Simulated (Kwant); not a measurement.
Device: In0.53Ga0.47As/In0.52Al0.48As stack with 1 barrier. One parabolic valley. Leads of mass 0.041 mₑ with the band edge at 0; grid 0.1 nm; bias swept from 0.0208 to 0.44254 V, dropping linearly over the stack. Emitter Fermi level 0.056 eV, 300 K, equal in the collector.

```json
[
 {"layer": "1", "thickness (nm)": "1.7", "band offset (eV)": "0.52", "mass (mₑ)": "0.075"}
]
```

The device is made up for the run: typed textbook-type constants, with dimensions and the other settings drawn at random.

Computed with Kwant: one-band effective-mass tight-binding model in one dimension, coherent, no space charge, current by the Tsu-Esaki formula.

Question: Tabulate J (A/cm²) against bias (V).

Answer: 
```csv
bias (V),J (A/cm²)
0.02080,53300
0.05595,118000
0.09109,155000
0.1262,176000
0.1614,190000
0.1965,202000
0.2317,212000
0.2668,222000
0.3020,231000
0.3371,240000
0.3723,248000
0.4074,257000
0.4425,265000
```
